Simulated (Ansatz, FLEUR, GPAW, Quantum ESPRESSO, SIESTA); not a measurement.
Code comparison for ScCd3 (P6_3/mmc, 8 atoms in the cell)

Self-consistent single point.

```
ScCd3
1.0
    6.35417     0.00000     0.00000
   -3.17708     5.50287     0.00000
    0.00000     0.00000     4.84750
Sc Cd
2 6
Direct
  0.33333   0.66667   0.25000
  0.66667   0.33333   0.75000
  0.83410   0.66820   0.25000
  0.16590   0.33180   0.75000
  0.16590   0.83410   0.75000
  0.83410   0.16590   0.25000
  0.33180   0.16590   0.25000
  0.66820   0.83410   0.75000
```

All programs got the same cell, k-point mesh and kind of occupations (in Ansatz's words: kpoints.mp_grid.grid = 4 4 5; scf.occupations.method = gaussian; scf.occupations.width = 0.0073 Ry); potentials, basis and cutoffs are each program's usual ones.

```tsv
code	model	pressure (GPa)	largest force (eV/Å)	k-points	cutoff
FLEUR	LDA (Perdew-Zunger), all-electron FLAPW (FLEUR), scalar-relativistic valence	–	0.033	12	Kmax 3.8 1/bohr
GPAW	LDA (Perdew-Wang 92), GPAW PAW datasets LDA (gpaw-data 1.0.1)	-5.85	0.033	12	800 eV
Ansatz	LDA (PW92), PAW files made with PBE	-5.51	0.038	12	default
SIESTA	LDA PW92, numerical atomic orbitals TZP, PseudoDojo LDA standard norm-conserving potentials (rewritten from UPF to PSML)	-9.54	0.004	44	grid 300 Ry
Quantum ESPRESSO	LDA (PZ), GBRV 1.5 ultrasoft (LDA) pseudopotentials	-6.01	0.047	12	50 Ry
```

A dash marks a value that a program does not give, or that is left out as unsure.

The spread over the programs that give each value: pressure within 4.03 GPa; largest force within 0.043 eV/Å.

The starting cell comes from a database of computed structures (which also holds hypothetical and non-ambient phases and stackings), without a prior relaxation at this level. On Ansatz's run: In the base run, with a pressure of about -5 GPa the cell is away from its equilibrium volume at this level.

Task: Why do the programs differ, and what cannot be compared?

Result: Differences of this kind can come from the potentials, where these differ, and from what each basis and cutoff leave unconverged. The valence holds different numbers of electrons (FLEUR 130, GPAW 94, Ansatz (an electronic-structure program) 142, SIESTA 142, Quantum ESPRESSO 94). The zero of total energies and Fermi levels follows the potentials and each program's conventions, so they are not compared here. SIESTA uses small atom-centred bases, whose incompleteness enters pressures, forces and empty levels differently from a plane-wave cutoff. FLEUR treats all electrons, but the usual bases taken here (sphere radii, linearisation, local orbitals, empty states) were not tested for convergence, so the values are no reference for the others. Ansatz's pressure is given at a fixed set of plane waves, as the other plane-wave codes print theirs. Ansatz's smearing width was typed in Ry to four decimals, so it matches the others to a few per cent. The same LDA comes in different parametrisations, which differ slightly. The programs reduce the same mesh by symmetry to different extents, which changes the work and not the result. In the pressure, SIESTA (by 3.69) lies more than 1 GPa from the median of the plane-wave programs.

Left out of this page: ABINIT (stopped by limits of time or memory); Elk (not drawn, or without a comparable value).

Keys are those of Ansatz 0.2.
